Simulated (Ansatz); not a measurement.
# Several settings converged on LaBi₃ (P4mm, 4 atoms in the cell)

```yaml
crystal:
  lattice:
    - [4.99672, 0.00000, 0.00000]
    - [0.00000, 4.99672, 0.00000]
    - [0.00000, 0.00000, 4.99672]
  atoms:
    - { symbol: La, position: [0.00000, 0.00000, 0.01001] }
    - { symbol: Bi, position: [0.50000, 0.00000, 0.50000] }
    - { symbol: Bi, position: [0.00000, 0.50000, 0.50000] }
    - { symbol: Bi, position: [0.50000, 0.50000, 0.00000] }
```

Base method: PBEsol, default PAW files made with PBE (plane waves; Ansatz, an electronic-structure program).

Base settings: basis.ecutwfc = 30.9 Ry; kpoints.mp_grid.grid = 5 5 5; hamiltonian.xc = pbesol; hamiltonian.pseudopotentials = {kind: paw} (the program's default PAW files); scf.occupations.method = gaussian; scf.occupations.width = 0.0073 Ry.

The count of work is k-points × plane waves × bands × iterations; it is no time. 

**The cutoff for other potential files**

Level: DFT, PBEsol, plane waves, harder PAW files (source: ansatz) made with PBE.

In this ladder: hamiltonian.pseudopotentials = {kind: paw, source: ansatz}.

The second cell is the first with its lattice scaled by 0.98.

The mesh stays at the base's, so the ladder's end is converged at best in this setting alone.

The first pressure column holds Ansatz's estimate of the finite-basis (Pulay) stress, which hides part of the cutoff error; the other is without it.

Only quantities that move along the ladder and can be compared are tabulated.

| basis.ecutwfc | free energy less the last step's (meV/atom) | energy of the compressed cell less the first (meV/atom) | pressure (GPa) | pressure without the Pulay estimate (GPa) | largest difference of a force vector from the last step's (eV/Å) | count of work / last |
|---|---|---|---|---|---|---|
| 19.8 Ry | 5270.14 | -26.21 | -1.11 | -172.48 | 0.026 | 0.079 |
| 24.3 Ry | 544.73 | -5.02 | -2.04 | -26.01 | 0.001 | 0.12 |
| 30.9 Ry | 10.15 | -2.38 | -1.87 | -2.63 | 0.000 | 0.21 |
| 37.5 Ry | 0.25 | -2.10 | -1.86 | -1.86 | 0.000 | 0.28 |
| 44.1 Ry | 0.18 | -2.10 | -1.86 | -1.86 | 0.000 | 0.35 |
| 52.9 Ry | 0.10 | -2.10 | -1.86 | -1.86 | 0.000 | 0.46 |
| 66.1 Ry | 0.04 | -2.10 | -1.86 | -1.86 | 0.000 | 0.65 |
| 88.2 Ry | 0.00 | -2.11 | -1.86 | -1.86 | 0.000 | 1.0 |

Coarsest basis.ecutwfc that holds the pressure within 0.2 GPa of the last step, with all finer ones: 24.3 Ry, at 0.12 of the last step's count of work; the step before is off by 0.75 GPa.

Coarsest basis.ecutwfc that holds the free energy within 2 meV/atom of the last step, with all finer ones: 37.5 Ry, at 0.28 of the last step's count of work; the step before is off by 10 meV/atom.

Coarsest basis.ecutwfc that holds the energy of the compressed cell less the first within 1 meV/atom of the last step, with all finer ones: 30.9 Ry, at 0.21 of the last step's count of work; the step before is off by 2.9 meV/atom.

The energy difference between the two cells stays within 1 meV/atom of the last step's from 30.9 Ry on, the total only from 37.5 Ry on: much of the error is common to both cells and cancels.

At the lowest cutoff the pressure without the Pulay estimate lies 171 GPa under the last step's, the usual sign of Pulay stress in an incomplete plane-wave basis.

**The relaxed cell against the cutoff**

On LaBi3 (Pm-3m, 4 atoms in the cell): atoms on their sites.

In this ladder: relax = cell and atoms.

The mesh stays at the base's, so the ladder's end is converged at best in this setting alone.

Only quantities that move along the ladder and can be compared are tabulated.

```tsv
basis.ecutwfc	relaxed volume (Å³/atom)	relaxation steps
18.4 Ry	30.069	20
21.7 Ry	30.203	11
26.1 Ry	30.112	7
30.9 Ry	30.107	5
37.1 Ry	30.108	5
46.3 Ry	30.107	5
61.7 Ry	30.107	5
```

Coarsest basis.ecutwfc that holds the relaxed volume within 0.06 Å³/atom of the last step, with all finer ones: 26.1 Ry; the step before is off by 0.097 Å³/atom.

On the base run: the starting cell comes from a database of computed structures (which also holds hypothetical and non-ambient phases and stackings), without a prior relaxation at this level. Its lattice was rescaled by up to half a per cent. One atom was moved a little off its site on purpose.

Left out of this page: 1 run of the series failed or unconverged.

Keys are those of Ansatz 0.2.
